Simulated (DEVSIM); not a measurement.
System: abrupt Ge p-n junction, at 300 K.

```
layer (left to right)  material  thickness (μm)  Nd (cm⁻³)  Na (cm⁻³)  τn (s)  τp (s)
---------------------  --------  --------------  ---------  ---------  ------  ------
1                            Ge            1.90          -     8.5e17  2.9e-6  2.9e-6
2                            Ge           0.360     4.3e14          -  2.9e-6  2.9e-6
```

Left contact: ohmic. Right contact: ohmic. Voltage is applied to the left contact. Recombination: SRH at mid-gap, radiative. Mobility is constant in doping.

Constants are typed, rounded textbook-type inputs, not results; the design itself was drawn at random and stands for no fabricated device. Values at 300 K.

| parameter | Ge |
|---|---|
| gap (eV) | 0.664 |
| affinity (eV) | 4 |
| permittivity | 16 |
| Nc (cm⁻³) | 1.04e19 |
| Nv (cm⁻³) | 6e18 |
| μn (cm²/Vs) | 3900 |
| μp (cm²/Vs) | 1900 |
| B (cm³/s) | 6.4e-14 |

Simulated with DEVSIM: 1D drift-diffusion, Boltzmann statistics, complete ionisation; no tunnelling, impact ionisation, image-force lowering or self-heating.

**Question.** Tabulate band edges, carrier densities and field at zero bias.

**Answer.** Energies count from the Fermi level of the right contact; mesh points crowd at the junctions.

```csv
x (μm),Ec (eV),Ev (eV),n (cm⁻³),p (cm⁻³),field (V/cm)
0.000,0.613,-0.051,5.1e8,8.5e17,≈ 0
0.01669,0.613,-0.051,5.1e8,8.5e17,≈ 0
0.04467,0.613,-0.051,5.1e8,8.5e17,≈ 0
0.09160,0.613,-0.051,5.1e8,8.5e17,≈ 0
0.2132,0.613,-0.051,5.1e8,8.5e17,≈ 0
0.3742,0.613,-0.051,5.1e8,8.5e17,≈ 0
0.6442,0.613,-0.051,5.1e8,8.5e17,≈ 0
1.216,0.613,-0.051,5.1e8,8.5e17,≈ 0
1.502,0.613,-0.051,5.1e8,8.5e17,≈ 0
1.673,0.613,-0.051,5.1e8,8.5e17,≈ 0
1.774,0.613,-0.051,5.1e8,8.5e17,≈ 0
1.851,0.613,-0.051,5.1e8,8.5e17,≈ 0
1.881,0.613,-0.051,5.3e8,8.2e17,-1600
1.899,0.592,-0.072,1.2e9,3.7e17,-36000
1.919,0.535,-0.129,1.1e10,4.2e16,-18000
1.947,0.498,-0.166,4.5e10,9.8e15,-11000
1.995,0.453,-0.211,2.5e11,1.7e15,-8400
2.066,0.397,-0.267,2.2e12,2.0e14,-7500
2.161,0.328,-0.336,3.2e13,1.4e13,-7000
2.208,0.296,-0.368,1.1e14,4.0e12,-6800
2.237,0.276,-0.388,2.4e14,1.8e12,-6700
2.260,0.261,-0.403,4.3e14,1.0e12,-6700
```
